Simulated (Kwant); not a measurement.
System: zigzag germanene ribbon with Haldane second-neighbour hopping. 20 zigzag chains, bond 0.232 nm, hopping 1.3 eV, scattering region 16 nm long; sites with one neighbour are removed; energy swept from -0.276 to 0.276 eV from the neutrality point. Staggered potential ±Δ on the two sublattices, Δ = 0.056 eV. The real sheet's buckling is left out. Second-neighbour term iλ/(3√3) ν with λ = 0.11 eV, a model term that the material doesn't have.

Constants are typed, rounded textbook-type inputs, not results; the design itself was drawn at random and stands for no fabricated device.

Model: nearest-neighbour tight-binding model of a honeycomb sheet with an imaginary second-neighbour term, one spin, coherent transport at 0 K (Kwant). Conductance is in e²/h.

Q: Is the sheet in its topological phase, how wide is its bulk gap, and what conductance is due inside it?

A: At the two valleys the masses are λ ± Δ = 0.166 and 0.0540 eV; the bulk gap is 2|λ − Δ| = 0.108 eV. λ > Δ, so the phase is topological, with edge channels that give G = 1. Simulated at 0.0184 eV: 1.00 e²/h.
